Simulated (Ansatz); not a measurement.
Take ZnS in the zinc blende structure (space group F-43m, No. 216; a = 5.389 Å) as the base. Axes: x, y, z lie along the cube axes.

Computed with Ansatz (a quantum-chemistry and plane-wave program) r2SCAN, no SOC.

For the base:

```
Property                             Value
---------------------  -------------------
Band gap                           2.70 eV
Valence-band top at Γ  0.00, 0.00, 0.00 eV
```

The change: a free-standing slab of 2 layers (4 atoms, 2 a layer) is cut normal to [110], with 15 Å of vacuum and the in-plane cell held at bulk.

Question: Predict the new band gap, excess energy per area of both faces and valence-band top at Γ.

Answer: The band gap rises by 0.63 eV (2.70 eV → 3.33 eV); the excess energy per area of both faces (slab less bulk energy over the cell's area: twice a surface energy) amounts to 0.89 J/m²; the valence-band top at Γ (three highest levels, from the VBM) becomes 0.00, -0.81, -1.41 eV (base: 0.00, 0.00, 0.00 eV).

The excess energy carries the mismatch between the slab's and the bulk's meshes. No phonon test of stability was made.
